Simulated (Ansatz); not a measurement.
Band structure of In (I4/mmm, 1 atom in the cell).

```xyz
1
Lattice="-1.6053 1.6053 2.4555 1.6053 -1.6053 2.4555 1.6053 1.6053 -2.4555" Properties=species:S:1:pos:R:3 pbc="T T T"
In     0.0000     0.0000     0.0000
```

Method: PBE (plane waves, PAW; Ansatz, an electronic-structure program).

Settings: kpoints.mp_grid.grid = 19 19 19; hamiltonian.xc = pbe; hamiltonian.pseudopotentials = {kind: paw} (the program's default PAW files); scf.occupations.method = fermi_dirac; scf.occupations.width = 0.1 eV; kpoints.band_path.npoints = 8.

The starting cell comes from a database of computed structures (which also holds hypothetical and non-ambient phases and stackings), without a prior relaxation at this level. Its lattice was rescaled by a random factor within 2.5 % of one.

Levels in eV from the Fermi level, bands 4 to 10:
| point | 4 | 5 | 6 | 7 | 8 | 9 | 10 |
|---|---|---|---|---|---|---|---|
| Γ | -14.57 | -14.45 | -9.79 | 10.83 | 10.83 | 11.02 | 11.63 |
| X | -14.34 | -14.24 | -2.05 | -1.55 | 3.54 | 4.00 | 7.15 |
| Y | -14.45 | -14.32 | -1.58 | -0.32 | 0.10 | 1.30 | 13.20 |
| S | -14.44 | -14.36 | -2.49 | -1.30 | -0.61 | 6.36 | 9.16 |
| Z | -14.31 | -14.31 | -2.96 | -2.84 | 4.86 | 4.86 | 8.36 |
| S1 | -14.44 | -14.36 | -2.49 | -1.30 | -0.61 | 6.36 | 9.16 |
| N | -14.36 | -14.31 | -4.33 | -3.53 | 7.65 | 9.45 | 11.20 |
| P | -14.45 | -14.24 | -1.11 | -0.11 | -0.11 | 1.74 | 12.66 |
| Y1 | -14.45 | -14.32 | -1.58 | -0.32 | 0.10 | 1.30 | 13.20 |

Bands cross the Fermi level along this path, so the cell is metallic at this level.

Keys are those of Ansatz 0.2.
